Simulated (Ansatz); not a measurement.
The parent structure is CdS in the wurtzite structure (space group P6_3mc, No. 186; a = 4.1966 Å, c = 6.8302 Å). Axes: x lies along a and z along c of the hexagonal cell.

It is then changed as follows: tensile biaxial strain of 0.56 % in the plane normal to [001], as in epitaxy on a mismatched substrate; the out-of-plane cell vector and the atoms relax.

Levels (all Ansatz, a program for electronic structure, PAW, earlier PAW set): PBE (420 eV, no spin-orbit coupling); r2SCAN (500 eV, no SOC).

The geometry is relaxed with PBE.

| Quantity | Result |
|---|---|
| PBE lowest conduction level above the VBM at special points | Γ 1.11 eV; A 2.73 eV; L 3.48 eV; M 3.62 eV |
| PBE electron mass | 0.12 mₑ out of plane, 0.13 mₑ in plane (at Γ) |
| PBE width of the top valence band | 1.53 eV |

With r2SCAN at the same geometry, the lowest conduction level above the VBM at special points goes from Γ 1.11 eV; A 2.73 eV; L 3.48 eV; M 3.62 eV to Γ 1.57 eV; A 3.18 eV; L 3.88 eV; M 4.09 eV; the electron mass changes from 0.12 mₑ out of plane, 0.13 mₑ in plane (at Γ) to 0.15 mₑ out of plane, 0.16 mₑ in plane (at Γ); the width of the top valence band increases by 0.036 eV (1.53 eV → 1.56 eV).

Single points use the geometry relaxed with PBE. The levels and masses belong to the bands next to the band gap. Effective masses come from finite differences of ±0.01 Å⁻¹. No phonon test of stability was made.
